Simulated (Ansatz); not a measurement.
Amorphous Si₃₀N₄₁Ga, 72 atoms at 3.04 g/cm³, one PBE-relaxed geometry, zone centre. Methods: PBE, scalar-relativistic without spin-orbit coupling (Ansatz, an electronic-structure program); r2SCAN, scalar-relativistic without spin-orbit coupling (Ansatz); HSE06, scalar-relativistic without spin-orbit coupling (Ansatz). Plane waves to 420 eV (r2SCAN 500 eV); exact exchange is cut at the cell's faces. At PBE the levels at the filled edge of the gap are localised (band-tail or defect states), and the nearest spread-out levels lie 3.0 eV apart at the zone centre. The higher rungs were started with moments on some atoms, which died out.

Preparation: random packing, a CHGNet melt and quench, and a DFT relaxation. N atoms were pushed apart under 1.9 Å during the dynamics, to hinder bonds among them. The hot cell started wider than the set density and was brought back towards it in steps. It is the lowest in DFT energy of 2 quenches. It is a model cell: composition and starting density were chosen by hand, and all elements were melted together. No dispersion term was used. Its density started from a set value of 3.04 and ended at 3.04 g/cm³. The quench (nominally 300 K/ps over its main leg) was far faster than any real one, so the model tends to hold more defects than a real film. Values belong to this one cell and scatter from quench to quench. The volume was held where the preparation left it and the shape relaxed, at a PBE pressure of -0.6 GPa (tension). Stress components on the final sampling reach 0.7 GPa. On a 2×2×2 Γ-centred mesh force components of up to 0.17 eV/Å stay, since the relaxation ran on the zone centre alone.

The relaxation ran on the zone centre alone. At PBE the level gap is 2.60 eV on a 2×2×2 Γ-centred mesh, and the spacing at the zone centre alone 2.72 eV.

Problem. What zone-centre spacing does r2SCAN give, roughly?

Solution. 3.15 eV (+0.43 eV against PBE).

Problem. What zone-centre spacing does HSE06 give, roughly?

Solution. 4.07 eV (+1.36 eV against PBE).

The highest filled and the lowest empty state spread over these numbers of atoms (participation numbers): PBE: 7.2 and 29.4; r2SCAN: 7.1 and 24.7; HSE06: 7.7 and 26.6.
